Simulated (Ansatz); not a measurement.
The starting structures come from a database of crystals and need not be the phases stable at ambient conditions.

## Evanescent states of AlN (Fm-3m, rock salt, not sure to be the ambient phase, 2 atoms a cell, 8.4 Å³ an atom, -6 GPa at this level) along the normal of (001)

These are r2SCAN (plane waves, PAW; Ansatz, a program for electronic structure) values and carry that method's errors.

The gap is the functional's own, uncorrected, and κ follows it; spin-orbit coupling is left out. Mid-gap values are interpolated between the computed energies.

Energies count from the valence-band top; κ is the least over a 10×10 mesh across the current.

```json
[
 {"E (eV)": "0.12", "κ (1/Å)": "0.102", "where": "Γ"},
 {"E (eV)": "0.38", "κ (1/Å)": "0.173", "where": "Γ"},
 {"E (eV)": "0.62", "κ (1/Å)": "0.218", "where": "Γ"},
 {"E (eV)": "0.88", "κ (1/Å)": "0.251", "where": "Γ"},
 {"E (eV)": "1.12", "κ (1/Å)": "0.278", "where": "Γ"},
 {"E (eV)": "1.38", "κ (1/Å)": "…", "where": "Γ"},
 {"E (eV)": "1.62", "κ (1/Å)": "…", "where": "Γ"},
 {"E (eV)": "1.88", "κ (1/Å)": "…", "where": "Γ"},
 {"E (eV)": "2.12", "κ (1/Å)": "…", "where": "Γ"},
 {"E (eV)": "2.38", "κ (1/Å)": "…", "where": "Γ"},
 {"E (eV)": "2.62", "κ (1/Å)": "…", "where": "Γ"},
 {"E (eV)": "2.88", "κ (1/Å)": "…", "where": "Γ"},
 {"E (eV)": "3.12", "κ (1/Å)": "…", "where": "Γ"},
 {"E (eV)": "3.38", "κ (1/Å)": "…", "where": "Γ"},
 {"E (eV)": "3.62", "κ (1/Å)": "…", "where": "off Γ"},
 {"E (eV)": "3.88", "κ (1/Å)": "…", "where": "off Γ"},
 {"E (eV)": "4.12", "κ (1/Å)": "0.302", "where": "off Γ"},
 {"E (eV)": "4.38", "κ (1/Å)": "0.271", "where": "off Γ"},
 {"E (eV)": "4.62", "κ (1/Å)": "0.234", "where": "off Γ"},
 {"E (eV)": "4.88", "κ (1/Å)": "0.187", "where": "off Γ"},
 {"E (eV)": "5.12", "κ (1/Å)": "0.119", "where": "off Γ"}
]
```

Question: Fill in the missing entries.

Answer: 
- 1.38, κ (1/Å): 0.299
- 1.62, κ (1/Å): 0.316
- 1.88, κ (1/Å): 0.330
- 2.12, κ (1/Å): 0.341
- 2.38, κ (1/Å): 0.349
- 2.62, κ (1/Å): 0.355
- 2.88, κ (1/Å): 0.358
- 3.12, κ (1/Å): 0.359
- 3.38, κ (1/Å): 0.357
- 3.62, κ (1/Å): 0.351
- 3.88, κ (1/Å): 0.328
